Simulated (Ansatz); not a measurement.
# ZnSe, response to strain

The reference is ZnSe in the zinc blende structure (space group F-43m, No. 216; a = 5.568 Å).

Strains are applied to the cell and any free atomic positions relax.

All numbers come from LDA (Ansatz, a quantum-chemistry and plane-wave program), no spin-orbit coupling.

Base values:

- Band gap: 1.25 eV

Problem. The aim is a band gap between 1.56 eV and 1.70 eV. Which of these changes reaches it?
A) isotropic strain +0.50 %
B) isotropic strain −0.50 %
C) isotropic strain +3.00 %
D) isotropic strain −3.00 %

Solution. D, isotropic strain −3.00 %. It gives 1.64 eV; isotropic strain +3.00 % gives 0.89 eV; isotropic strain +0.50 % gives 1.19 eV; isotropic strain −0.50 % gives 1.31 eV. Changes not listed may reach it too

Whether these cells are dynamically stable was not tested.
